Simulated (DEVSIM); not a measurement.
Device: Ru/Si3N4/n-Si capacitor, at 250 K.

| layer (left to right) | material | thickness (nm) | Nd (cm⁻³) |
|---|---|---|---|
| 1 | Si3N4 | 6.50 | - |
| 2 | Si | 450 | 1.6e18 |

Metal gate on the left, work function 4.7 eV. Fixed charge at the semiconductor interface 2.6e12 cm⁻² (in units of +e); interface traps 4.6e10 cm⁻² eV⁻¹, uniform in energy, neutral level at 0.5 of the gap above the valence band.

This is a model device: material constants are rounded textbook-type values typed into the input, and sizes, dopings and lifetimes were drawn at random. Values at 300 K; Nc and Nv go as T^1.5, mobilities as T to minus their exponent, the gap by Varshni's rule with the affinity fixed.

```tsv
parameter	Si3N4	Si
gap (eV)	5.1	1.124
affinity (eV)	2.1	4.05
permittivity	7.5	11.7
Nc (cm⁻³)	-	2.86e19
Nv (cm⁻³)	-	3.1e19
Varshni α (eV/K)	-	0.000473
Varshni β (K)	-	636
```

DEVSIM, 1D Poisson equation in equilibrium, Boltzmann statistics, complete ionisation; no quantum confinement or tunnelling. Metal contacts follow the ideal Schottky-Mott rule: no Fermi-level pinning, no interface dipoles.

The temperature was swept, all else fixed.

```json
[
 {"temperature (K)": "250", "threshold voltage (band bending 2φF) (V)": "-1.56", "minimum of the low-frequency capacitance (μF/cm²)": "0.285", "flat-band voltage (V)": "0.19"},
 {"temperature (K)": "300", "threshold voltage (band bending 2φF) (V)": "-1.51", "minimum of the low-frequency capacitance (μF/cm²)": "0.296", "flat-band voltage (V)": "0.17"},
 {"temperature (K)": "350", "threshold voltage (band bending 2φF) (V)": "-1.46", "minimum of the low-frequency capacitance (μF/cm²)": "0.303", "flat-band voltage (V)": "0.15"},
 {"temperature (K)": "400", "threshold voltage (band bending 2φF) (V)": "___", "minimum of the low-frequency capacitance (μF/cm²)": "___", "flat-band voltage (V)": "0.13"},
 {"temperature (K)": "450", "threshold voltage (band bending 2φF) (V)": "-1.34", "minimum of the low-frequency capacitance (μF/cm²)": "0.327", "flat-band voltage (V)": "0.11"},
 {"temperature (K)": "500", "threshold voltage (band bending 2φF) (V)": "-1.28", "minimum of the low-frequency capacitance (μF/cm²)": "0.342", "flat-band voltage (V)": "0.09"}
]
```

Q: Complete the blanks.

A: 
- 400, threshold voltage (band bending 2φF) (V): -1.40
- 400, minimum of the low-frequency capacitance (μF/cm²): 0.314
